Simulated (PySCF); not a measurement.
PySCF 2.14.0, unrestricted PBE/def2-svp, df: Rb(Cl) cation ([Cl][Rb]), charge +1, multiplicity 2, 2 atoms. The geometry is a generated start, not checked to be a minimum at this level.

```
Property                                             Value
-------------------------  -------------------------------
task                                                energy
method                                                 pbe
basis                                             def2-svp
two-electron scheme                        density fitting
mol.max_memory                                     3000 MB
mf.max_cycle                                           100
mf.conv_tol                                1e-09 (default)
mf.grids.level                                 3 (default)
effective core potentials  those of the basis set, past Kr
basis functions                                         42
grid points                                          40792
```

```xyz
2

Rb    -0.8162    -0.7630    -0.7860
Cl     0.8162     0.7630     0.7860
```

Charge 1 and multiplicity 2 are set for this test and not shown to be the ground state.

With the defaults (mf.init_guess = minao, mf.level_shift = 0, mf.diis = true, mf.DIIS = CDIIS, mf.diis_space = 8) it converges in 10 Fock builds. One run each on 2 threads, 1 BLAS thread, with these changes:
- mf.DIIS = EDIIS
- mf.level_shift = 1 Hartree
- mf.diis_space = 12
- mf.init_guess = atom
- mf.init_guess = huckel
- mf.init_guess = mod_huckel
- mf.diis_space = 5
- mf.diis = false
- mf.init_guess = 1e

Task: Which of these changes keep the SCF from converging, or lead it to another solution?

Result: No convergence: mf.diis = false (the run ends without SCF convergence in 100 cycles). Another solution: mf.init_guess = 1e (88 meV higher); mf.level_shift = 1 Hartree (88 meV higher). The rest reach the solution of the defaults.

| setting | Fock builds | end |
|---|---|---|
| mf.init_guess = atom | 9 | same solution |
| the defaults | 10 | same solution |
| mf.diis_space = 12 | 10 | same solution |
| mf.diis_space = 5 | 10 | same solution |
| mf.init_guess = huckel | 13 | same solution |
| mf.init_guess = mod_huckel | 13 | same solution |
| mf.DIIS = EDIIS | 34 | same solution |
| mf.level_shift = 1 Hartree | 31 | other solution, 88 meV higher |
| mf.init_guess = 1e | 34 | other solution, 88 meV higher |
| mf.diis = false | 101 | no convergence |
